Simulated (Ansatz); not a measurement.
Band structure of HfWC₂ (R-3m, 4 atoms in the cell).

```
CELL_PARAMETERS angstrom
      1.55934     0.90028     5.11872
     -1.55934     0.90028     5.11872
      0.00000    -1.80057     5.11872
ATOMIC_POSITIONS crystal
  Hf 0.00000 0.00000 0.00000
  W  0.50000 0.50000 0.50000
  C  0.24575 0.24575 0.24575
  C  0.75425 0.75425 0.75425
```

Computed with PBEsol, default PAW files made with PBE (plane waves; Ansatz, an electronic-structure program).

Settings: basis.ecutwfc = 420 eV; kpoints.mp_grid.grid = 16 16 16; hamiltonian.xc = pbesol; hamiltonian.pseudopotentials = {kind: paw} (the program's default PAW files); scf.occupations.method = cold; scf.occupations.width = 0.2 eV; kpoints.band_path.path = [[0.0, 0.0, 0.0], [0.5, 0.0, 0.0], [0.5, 0.18728933, -0.18728933]]; kpoints.band_path.npoints = 10.

The starting cell comes from a database of computed structures (which also holds hypothetical and non-ambient phases and stackings), without a prior relaxation at this level. Its lattice was rescaled by a random factor within 2.5 % of one. Spin-orbit coupling is off. Spin polarisation is off.

Levels in eV from the Fermi level, bands 21 to 28:
```
point     21     22     23     24     25     26    27    28
-----  -----  -----  -----  -----  -----  -----  ----  ----
Γ      -1.46  -1.46  -1.24  -0.25  -0.24  -0.24  1.03  1.03
L      -4.75  -4.50  -3.47  -0.67   0.31   1.72  2.44  5.77
B1     -4.32  -4.30  -4.28  -0.06   0.89   1.72  4.12  4.24
```

Bands cross the Fermi level along this path, so the cell is metallic at this level.

Keys are those of Ansatz 0.2.
